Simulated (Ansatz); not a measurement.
Consider KCl in the rock salt structure (space group Fm-3m, No. 225; a = 6.243 Å).

Method: Ansatz (a program for electronic structure), PBEsol, PAW, cutoff 420 eV, spin-orbit coupling left out.

Base values:

| Item | Value |
|---|---|
| Band gap | 5.10 eV |

One thing is altered: an isotropic linear strain of +2.50 %, atoms relaxed at fixed cell.

Question: What happens to the band gap and energy relative to the base?

Answer: The band gap drops by 0.23 eV (5.10 eV → 4.87 eV); the energy rises by 8.8 meV/atom.

Whether these cells are dynamically stable was not tested.
